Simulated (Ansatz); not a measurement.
Base system: CdS in the zinc blende structure (space group F-43m, No. 216; a = 5.825 Å).

Now apply this change: Se takes the place of S on all its sites, then cell and atoms are relaxed.

Levels (all Ansatz, a program for electronic structure, PAW, earlier PAW set): PBEsol (420 eV, scalar-relativistic without spin-orbit coupling); r2SCAN (500 eV, no spin-orbit coupling); HSE06 (420 eV, spin-orbit coupling left out); PBEsol+SOC (420 eV, spin-orbit coupling included); HSE06+SOC (420 eV, with spin-orbit coupling).

One geometry, relaxed with PBEsol, under each level:

Notes on the quantities. hole mass: degenerate bands, along [100].

The valence-band top lists the three highest levels at Γ (Kramers pairs under SOC), from the VBM.

```csv
level,band gap,lowest conduction level above the VBM at special points,valence-band top at Γ,electron mass,hole mass,pressure
PBEsol,0.48 eV,Γ 0.48 eV; L 2.29 eV; X 3.01 eV; U 3.61 eV,"0.00, 0.00, 0.00 eV",0.049 mₑ (at Γ),"0.050, 0.66, 0.66 mₑ (at Γ)",-0.01 GPa
r2SCAN,1.09 eV,Γ 1.09 eV; L 2.87 eV; X 3.47 eV; U 4.10 eV,–,0.095 mₑ (at Γ),"0.10, 0.67, 0.67 mₑ (at Γ)",1.38 GPa
HSE06,___,___,–,–,–,–
PBEsol+SOC,0.36 eV,Γ 0.36 eV; L 2.17 eV; X 2.89 eV; U 3.48 eV,"0.00, 0.00, -0.37 eV",0.044 mₑ (at Γ),"0.054, 0.64 mₑ (at Γ)",-0.05 GPa
HSE06+SOC,1.41 eV,Γ 1.41 eV; L 3.24 eV; X 3.81 eV,"0.00, 0.00, -0.41 eV",–,–,–
```

Task: Give the withheld HSE06 results.

Result: 
- HSE06, band gap: 1.55 eV
- HSE06, lowest conduction level above the VBM at special points: Γ 1.55 eV; L 3.37 eV; X 3.95 eV

Single points use the geometry relaxed with PBEsol. Their cutoffs differ, which shifts pressures a little. Differences between runs with and without spin-orbit coupling are approximate. Effective masses come from finite differences of ±0.01 Å⁻¹. Stability against distortions was not tested.
